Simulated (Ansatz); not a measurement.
Structures of equal composition on the (111)B surface of zinc-blende InAs (As plane on top): 2x2 Mg adatom at H3; 2x2 Mg adatom at T4. The slabs share one bottom face, and each structure is named by its start. These are constructed structures in small cells; real faces may alloy, dewet or reconstruct in larger ones, and not all known structures of the face are among them. Slabs of about 15 Å with all that they carry, Fermi-Dirac smearing of 0.025 eV. Bottom of the slabs: H caps. Relaxed from the named starts with such symmetry as they have, on meshes of like density; energies extrapolated to zero smearing; no spin-orbit coupling, no U. Spin-polarised runs, if any, are marked in brackets, and their order is one that fits the cell; the others ran without spin. Where a second, spin-polarised start was run, the lower counts.

Host crystal: zinc-blende InAs, a metal or without a clear band gap (PBE, scalar-relativistic without spin-orbit coupling).

Method: PBE (plane waves to 420 eV, PAW; Ansatz, a program for electronic structure).

Task: Order them by energy per 1x1 cell (lowest first) at the level PBE.

Result: 2x2 Mg adatom at H3 (0.000 eV [spin, 1.1 μB a cell], no gap over 0.04 eV on the mesh), 2x2 Mg adatom at T4 (0.060 eV (3 As–Mg bonds formed) [spin start, no net moment], no gap over 0.04 eV on the mesh)
